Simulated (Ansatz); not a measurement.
Start from Al₂Au (space group Fm-3m, No. 225; a = 6.003 Å; relaxed with 0.1 eV smearing). Axes: x, y, z lie along the cube axes.

Calculations: DFT with PBEsol, PAW potentials and a 420 eV plane-wave cutoff in Ansatz (a program for electronic structure), without spin-orbit coupling.

Strains are applied to the cell and any free atomic positions relax.

One change was made to it. Results:

| quantity | base | after |
|---|---|---|
| energy relative to the base (free energy F) | 0 meV/atom | +0.4 meV/atom |
| largest internal atomic displacement | – | 0.011 Å |
| pressure (mean of the normal stresses, compression positive) | 0.0 GPa | 0.0 GPa |

### Question
Which change produced these results?
A) tensor shear ε_xy = +1.71 %
B) tensor shear ε_xy = +2.00 %
C) tensor shear ε_xy = +1.43 %
D) tensor shear ε_xy = +0.57 %

### Answer
D, tensor shear ε_xy = +0.57 %. For comparison, the energy relative to the base in the other runs: tensor shear ε_xy = +1.71 % gives +3.5 meV/atom; tensor shear ε_xy = +1.43 % gives +2.5 meV/atom; tensor shear ε_xy = +2.00 % gives +4.8 meV/atom.

No phonon test of stability was made.
